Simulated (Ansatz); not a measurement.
**CsSnBr3 (Pm-3m, No. 221, 5 atoms in the cell; start mp-27214)**

The numbers are results of HSE06 (PAW; Ansatz, a first-principles code), not measurements.

Numerical settings: plane-wave cutoff 460 eV, 4×4×4 k mesh, Fermi–Dirac smearing 0.01 eV, scalar-relativistic PAW data made under PBE.

Cell (relaxed at this level):

Space group Pm-3m (No. 221); a = b = c = 5.8690 Å, α = β = γ = 90.00°

| atom | site | symmetry | x | y | z |
|---|---|---|---|---|---|
| Cs | 1a | m-3m | 0.0000 | 0.0000 | 0.0000 |
| Sn | 1b | m-3m | 0.5000 | 0.5000 | 0.5000 |
| Br | 3c | 4/mm.m | 0.0000 | 0.5000 | 0.5000 |

- band gap: 1.02 eV (on the SCF k mesh)
- direct gap at Γ: 6.22 eV

Note: the relaxation could not lower the start's symmetry, so the cell can be a saddle point above a distorted one.

Spin–orbit coupling is not included.

The computed numbers hold no vibrational or temperature effects.

A start named mp-… is a Materials Project structure, which need not be a measured phase.
